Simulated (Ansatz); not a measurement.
**A computed series for hypothetical diamond La: response to strain**

The parent structure is La in the diamond structure (space group Fd-3m, No. 227; a = 6.688 Å; a hypothetical phase, not in the database extracts checked; relaxed with 0.1 eV smearing). Axes: x, y, z lie along the cube axes.

Strains are applied to the cell and any free atomic positions relax; under biaxial strain the out-of-plane vector relaxes too.

All numbers come from PBE (Ansatz, a first-principles code; PAW; 420 eV plane waves; scalar-relativistic without spin-orbit coupling).

Notes on the quantities. energy relative to the base: free energy F.

```tsv
change	energy relative to the base	space group	volume per atom
base	0 meV/atom	Fd-3m (No. 227)	37.39 Å³
biaxial strain +0.14 %, plane normal [001], relaxed out of plane	0.0 meV/atom	I4_1/amd (No. 141)	37.38 Å³
biaxial strain +2.87 %, plane normal [001], relaxed out of plane	-3.1 meV/atom	I4_1/amd (No. 141)	37.11 Å³
uniaxial strain ε_yy = −2.50 %	+3.0 meV/atom	I4_1/amd (No. 141)	36.46 Å³
tensor shear ε_yz = −0.75 %	-0.2 meV/atom	Imma (No. 74)	37.39 Å³
```

Whether these cells are dynamically stable was not tested. Under biaxial strain +2.87 %, plane normal [001], relaxed out of plane the cell ends below the base's energy or with stress of the wrong sign: the atoms slid into a distortion or the cell is elastically unstable, so the base is not a stable minimum at this level.
